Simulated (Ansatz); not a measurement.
Consider the following.

```xyz
2
Lattice="0.0000 3.2210 3.2694 3.2210 0.0000 3.2694 3.2210 3.2210 0.0000" Properties=species:S:1:pos:R:3 pbc="T T T"
Te     3.2210     3.2210     3.2694
Pb     0.0000     0.0000     0.0000
```

No spin polarisation.

Computed with Kohn–Sham DFT with the PBEsol functional, run in Ansatz (a program for electronic structure) with PAW and 420 eV plane waves, no SOC. Settings: 9×9×9 k-points, 0.05 eV Fermi–Dirac smearing.

### Question
Predict the gap character.

### Answer
Direct at N.

### Question
What band gap does the calculation give?

### Answer
0.67 eV.

With Pb and Te present, leaving out spin-orbit coupling can change the band edges. The cells carry an imposed strain or load. Whether these cells are dynamically stable was not tested. The cell was made from PbTe in the rock salt structure (space group Fm-3m, No. 225) by this change: uniaxial strain ε_zz = +1.50 %.
